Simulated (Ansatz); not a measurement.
Functionals compared on the (310) surface of fcc Ni, ferromagnetic in its 1x1 cell, outermost plane spacing 0.56 Å in the ideal cut, in Ansatz (plane waves, PAW). The structure was relaxed with PBE; the other rows are single points on it, each with its references at the same level. Cutoff 420 eV.

Slab: 19 atoms, 10.0 Å thick at the start (thin: gaps and levels are the slab's own); k 11x7x1, smearing 0.1 eV, dipole-corrected; all atoms relaxed; held to the start's symmetry, so lower structures may exist; spin-polarised, no spin-orbit, no U. These notes are the PBE run's.

```csv
functional,surface energy (J/m²),work function of the top face (eV),magnetic moment of the cell (μB),rough cost of the single point
PBE,2.42,4.58,12.58,–
LDA,3.04,4.95,12.14,about 50 core-minutes (a rough figure)
PBEsol,[?],[?],12.58,very roughly 27 core-minutes
RPBE,2.15,4.41,12.68,roughly 28 core-minutes
```

Task: Fill in the missing entries.

Result: 
- PBEsol, surface energy (J/m²): 2.84
- PBEsol, work function of the top face (eV): 4.68

Ansatz is a program for electronic structure.
